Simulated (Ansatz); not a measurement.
# Co on the (0001) surface of wurtzite GaN (2x2 with 3 H on 4 top atoms; a constructed slab, bottom: 3 H on 4 bottom sites), one in a cell of 36 Å², started at the site 'hollow H-H-H'

Host crystal: wurtzite GaN, with a band gap (PBE, scalar-relativistic without spin-orbit coupling).

All values below come from PBE (plane waves to 420 eV, PAW; Ansatz, a first-principles code).

Model: 47-atom slab, 13.8 Å thick at the start with caps and adatoms under the adsorbate (thin: gaps and levels are the slab's own), 4x4x1 mesh, Fermi-Dirac 0.01 eV, dipole correction, 23 atoms held, the rest relaxed; held to the start's symmetry, so lower structures may exist; spin-polarised, ending with about 1.0 μB a cell, a value that depends on the mesh; orders that need a larger cell were not tried, no spin-orbit, no U, no dispersion correction. Its gap by band count is narrow, 0.08 eV on this mesh, and the smearing reaches across it. At the end it is bonded to 3 Ga + 3 H. In PBE this state lies 0.03 eV over the lowest of the starts that converged ('hollow H').

```yaml
adsorption energy against an atom of hcp Co, ferromagnetic: 2.22 eV
change_of_the_step_from_the_bottom_to_the_top_vacuum_level_against_the_clean_slab: -1.27 eV
energy_released_by_relaxation: 1.48 eV
height of the binding atom over the mean of the host atoms within 0.3 Å of the top one: 0.188 Å
nearest_host_atoms_of_the_binding_atom: H at 1.65 Å, H at 1.65 Å, H at 1.65 Å
largest_move_of_a_host_atom: 0.34 Å
caution: the clean host was not checked against rearrangement in a larger or rattled cell
```

A negative adsorption energy means that the adsorbate is more stable on the surface than in its reference.
